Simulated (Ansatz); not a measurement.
Cu on the Si site (Cu_Si) in silicon (start: the Si site; 216-site cell, 2×2×2 shifted sampling). All values below come from PBE, PAW (plane waves to 420 eV; Ansatz, a first-principles code). Total energies of the localised charge states, counted from that of charge 0, and their image corrections (point charge with alignment); the host's valence-band maximum lies at 6.004 eV on the cells' energy zero and its gap is 0.61 eV.

| charge | moment (μB) | E − E(first) (eV) | correction (eV) |
|---|---|---|---|
| 0 | 1.0 | 0.000 | 0.000 |
| −1 | 0.0 | 6.168 | 0.094 |

### Question
Derive the transition levels above the valence-band maximum and say which of them are thermodynamic.

### Answer
A level is the Fermi energy at which two charges have equal formation energy: ε(q/q′) = [E(q′) + corr(q′) − E(q) − corr(q)] / (q − q′) − E_VBM.
ε(0/−1) = [(6.168 + 0.094) − (0.000 + 0.000)] / 1 − 6.004 = 0.26 eV
Thermodynamic levels at least 0.1 eV inside the gap: (0/−1) at 0.26 eV. They hold to tenths of an eV in this cell. Charges with a result: +1, 0, −1, −2. Others weren't obtained, and one of them could lie lower, also by skipping a charge. Charge +1 has its level within 0.1 eV of a band edge or past it. Charge −2 has its level within 0.1 eV of a band edge or past it.
